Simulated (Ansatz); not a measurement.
What uniaxial strain ε_zz = −0.50 % does to Y

Start from Y in the hcp (Mg type) structure (space group P6_3/mmc, No. 194; a = 3.594 Å, c = 5.610 Å; relaxed with 0.1 eV smearing). Axes: x lies along a and z along c of the hexagonal cell.

Perturbation: the cell is compressed by 0.50 % along z with no lateral relaxation; the atoms relax in the strained cell.

Computed with PBEsol/PAW in Ansatz (a program for electronic structure), no spin-orbit coupling. k-mesh 18×18×11 (Γ-centred); smearing 0.1 eV (Fermi–Dirac).

The volume per atom drops by 0.157 Å³ (31.38 Å³ → 31.23 Å³) and the space group is still P6_3/mmc (No. 194). The energy is nearly the same and the pressure (mean of the normal stresses, compression positive) goes from zero to 0.2 GPa. The band gap stays zero and the stress (xx, yy, zz, yz, xz, xy; compression positive) amounts to (0.1, 0.1, 0.4, 0.0, 0.0, 0.0) GPa.

No phonon test of stability was made. All final runs are without spin polarisation.
